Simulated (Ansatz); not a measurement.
The parent structure is GaN (space group P4_2/mnm, No. 136; a = 5.5350 Å, c = 3.2140 Å; a hypothetical phase, not in the database extracts checked).

The values are results of PBE in Ansatz (plane waves to 420 eV, PAW, no SOC), not measurements.

Its conduction minimum is a single valley at Γ with mass 0.16 mₑ.

Now apply this change: electron doping at 5.0×10^21 cm⁻³ (0.492 per cell), with a uniform compensating background at fixed cell and a 300 K Fermi–Dirac width.

### Question
Where would a parabolic band put the Fermi level, and where does the calculation put it?

### Answer
k_F = (3π²n)^(1/3) = 0.529 Å⁻¹, so ħ²k_F²/2m = 6.5 eV above the band edge at zero temperature. The calculation gives 2.20 eV (to 0.05 eV): the band is strongly non-parabolic or higher valleys fill at this density.

Carriers are added with a uniform compensating background; total energy and stress of such cells depend on the potential's zero and are not compared; many-body gap narrowing is missing at this level. The levels and masses belong to the bands next to the band gap. Effective masses come from finite differences of ±0.01 Å⁻¹. Stability against distortions was not tested.

Ansatz is a quantum-chemistry and plane-wave program.
